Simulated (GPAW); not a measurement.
**A short convergence ladder for K2Pd (P4/mmm, 3 atoms in the cell)**

```xyz
3
Lattice="5.6841 0.0000 0.0000 0.0000 5.6841 0.0000 0.0000 0.0000 3.6763" Properties=species:S:1:pos:R:3 pbc="T T T"
K      0.0000     2.8420     1.8382
K      2.8420     0.0000     1.8382
Pd     0.0000     0.0000     0.0000
```

Base method: LDA (Perdew-Wang 92), GPAW PAW datasets LDA (gpaw-data 1.0.1) (plane waves; GPAW 25.7.0).

Base settings: mode = pw; ecut = 600 eV; xc = LDA; kpts = 3 3 4; mesh shift (steps) = 0 0 0; occupations.name = fermi-dirac; occupations.width = 0.1 eV; nbands = -9; convergence.density = 1e-05 e/electron; symmetry.symmorphic = false.

**The force threshold of a relaxation**

On K₂Pd (P4mm, 3 atoms in the cell): one atom moved by 0.15 angstrom.

In this ladder: optimizer = BFGS.

The mesh stays at the base's, so the ladder's end is converged at best in this setting alone.

Only quantities that move along the ladder and can be compared are tabulated.

| fmax | free energy less the last step's (meV/atom) | largest force left (eV/Å) | relaxation steps |
|---|---|---|---|
| 0.2 eV/Å | 2.35 | 0.0934 | 0 |
| 0.1 eV/Å | 2.35 | 0.0934 | 0 |
| 0.05 eV/Å | 0.01 | 0.0055 | 2 |
| 0.03 eV/Å | 0.01 | 0.0055 | 2 |
| 0.02 eV/Å | 0.01 | 0.0055 | 2 |
| 0.01 eV/Å | 0.01 | 0.0055 | 2 |
| 0.005 eV/Å | 0.00 | 0.0024 | 3 |
| 0.002 eV/Å | 0.00 | 0.0012 | 4 |
| 0.001 eV/Å | 0.00 | 0.0010 | 5 |

Coarsest fmax that holds the free energy within 0.1 meV/atom of the last step, with all finer ones: 0.05 eV/Å; the step before is off by 2.4 meV/atom.

Coarsest fmax that holds the largest force left within 0.01 eV/Å of the last step, with all finer ones: 0.05 eV/Å; the step before is off by 0.092 eV/Å.

Two neighbours can agree and both be off: 0.2 eV/Å and 0.1 eV/Å differ by 0.00 meV/atom in the free energy, yet lie about 2.4 meV/atom from the last step.

On the base run: the starting cell comes from a database of computed structures (which also holds hypothetical and non-ambient phases and stackings), without a prior relaxation at this level. Its lattice was rescaled by up to half a per cent. Spin polarisation is off. Without a gap this mesh is coarse (it stands for a supercell whose shortest vector is 15 Å).
